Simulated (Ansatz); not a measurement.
V3Si, response to strain

Consider V₃Si in the A15 (Cr3Si type) structure (space group Pm-3n, No. 223).

```xyz
8
Lattice="4.6495 0.0000 0.0000 0.0000 4.6495 0.0000 0.0000 0.0000 4.6495" Properties=species:S:1:pos:R:3 pbc="T T T"
V      1.1624     0.0000     2.3248
V      3.4871     0.0000     2.3248
V      0.0000     2.3248     1.1624
V      0.0000     2.3248     3.4871
V      2.3248     1.1624     0.0000
V      2.3248     3.4871     0.0000
Si     0.0000     0.0000     0.0000
Si     2.3248     2.3248     2.3248
```

Cartesian axes are those of the cell as printed.

Strains are applied to the cell and any free atomic positions relax.

The values are results of DFT with PBEsol, PAW potentials and a 420 eV plane-wave cutoff in Ansatz (a quantum-chemistry and plane-wave program), spin-orbit coupling left out, not measurements.

Candidates:
(a) isotropic strain +4.11 %
(b) isotropic strain −3.53 %
(c) uniaxial strain ε_zz = −1.10 %

Notes on the quantities. energy relative to the base: free energy F.

Order them by energy relative to the base, lowest first.

(c) uniaxial strain ε_zz = −1.10 % (+1.2 meV/atom), (b) isotropic strain −3.53 % (+101 meV/atom), (a) isotropic strain +4.11 % (+109 meV/atom)

Without a gap, meshes like the base's 10×10×10 leave anisotropic stresses uncertain by several tenths of a GPa, and small strain energies with them. Whether these cells are dynamically stable was not tested. Starting moments died away, wholly or in part, for the base; another magnetic solution may exist. The final runs are not spin-polarised.
